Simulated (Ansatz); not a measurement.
## Effect of tensor shear ε_xz = +1.33 % on GaN

Consider GaN in the wurtzite structure (space group P6_3mc, No. 186; a = 3.1518 Å, c = 5.1383 Å). Axes: x lies along a and z along c of the hexagonal cell.

Now apply this change: a pure shear with ε_xz = ε_zx = 0.0133, atoms relaxed at fixed cell.

All numbers come from LDA in Ansatz (plane waves to 420 eV, PAW, no spin-orbit coupling). k-mesh 12×12×7 (Γ-centred); smearing 0.05 eV (Fermi–Dirac).

```json
[
 {"quantity": "volume per atom", "base": "11.05 Å³", "changed": "11.05 Å³", "shift": "0.00 Å³"},
 {"quantity": "shortest interatomic distance", "base": "1.927 Å", "changed": "1.923 Å", "shift": "-0.004 Å"},
 {"quantity": "energy relative to the base (free energy F)", "base": "0 meV/atom", "changed": "+2.3 meV/atom", "shift": "+2.3 meV/atom"},
 {"quantity": "pressure (mean of the normal stresses, compression positive)", "base": "0.0 kbar", "changed": "0.1 kbar", "shift": "+0.04 kbar"},
 {"quantity": "band gap", "base": "2.13 eV", "changed": "2.07 eV", "shift": "-0.06 eV"},
 {"quantity": "gap character", "base": "direct at Γ", "changed": "direct at Γ", "shift": "–"},
 {"quantity": "electron mass", "base": "0.18 mₑ along c, 0.20 mₑ across (at Γ)", "changed": "0.18 mₑ along k, 0.20 mₑ across (at Γ)", "shift": "–"},
 {"quantity": "valence-band top at Γ (three highest levels, from the VBM)", "base": "0.00, 0.00, -0.05 eV", "changed": "0.00, -0.06, -0.16 eV", "shift": "–"},
 {"quantity": "stress (xx, yy, zz, yz, xz, xy; compression positive)", "base": "–", "changed": "(-0.08, 0.04, 0.06, 0.00, -2.57, 0.00) GPa", "shift": "–"}
]
```

Final structure:

```yaml
crystal:
  lattice:
    - [3.15179, 0.00000, 0.04192]
    - [-1.57589, 2.72953, -0.02096]
    - [0.06834, 0.00000, 5.13834]
  atoms:
    - { symbol: Ga, position: [0.33150, 0.66662, 0.00032] }
    - { symbol: Ga, position: [0.66488, 0.33338, 0.50032] }
    - { symbol: N, position: [0.33525, 0.66687, 0.37668] }
    - { symbol: N, position: [0.66838, 0.33313, 0.87668] }
```

The cells carry an imposed strain or load. Effective masses come from finite differences of ±0.01 Å⁻¹. Along k means along the line from Γ to the band edge. No phonon test of stability was made. k-point labels follow each cell's own Brillouin zone.

Ansatz is a first-principles code.
